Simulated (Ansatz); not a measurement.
Formation energies of neutral defects against the elements (graphite for carbon, diatomic gases, S8), in rock-salt CaO (eV), each at one geometry relaxed with PBE and evaluated in Ansatz (an electronic-structure program) with PBE, r2SCAN. Details: 64-site cell; 2×2×2 shifted k-points; charged states image-corrected; no spin–orbit coupling; no Hubbard U; finite-size errors of tenths of an eV; flagged in the runs: for some of the defects a doubtful potential alignment, a strain field that reaches the edge of the cell.

```csv
defect,PBE,r2SCAN
Bi on the Ca site,6.21,6.69
Mn on the Ca site,3.62,3.09
Al on the Ca site,3.68,4.15
O vacancy,6.68,7.22
C on the O site,9.09,9.15
Mg on the Ca site,1.23,1.43
```

PBE less r2SCAN: over the 6 rows with both numbers (drawn at random from the settled rows of this host; unsettled states are left out), mean -0.20 eV, median -0.33 eV, mean size 0.38 eV, from -0.55 to 0.54 eV.
